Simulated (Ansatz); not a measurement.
Start from Ru in the hcp (Mg type) structure (space group P6_3/mmc, No. 194; a = 2.706 Å, c = 4.265 Å; relaxed with 0.1 eV smearing). Axes: x lies along a and z along c of the hexagonal cell.

Computed with r2SCAN (Ansatz, a program for electronic structure), no spin-orbit coupling, earlier PAW set.

Base values:

```
Item                               Result
-----------------------------  ----------
Pressure                          0.0 GPa
Shortest interatomic distance  4.995 bohr
```

Modification: biaxial strain −1.39 %, plane normal [001], relaxed out of plane (Cartesian); in-plane vectors clamped, the third vector and the atoms free.

Predict the new pressure.

The pressure (mean of the normal stresses, compression positive) goes from zero to 7.1 GPa.

What happens to the out-of-plane strain?

The out-of-plane strain comes out as +0.77 %.

What happens to the shortest interatomic distance?

The shortest interatomic distance stays essentially unchanged (4.995 bohr against 4.996 bohr).

Stability against distortions was not tested. All final runs are without spin polarisation.
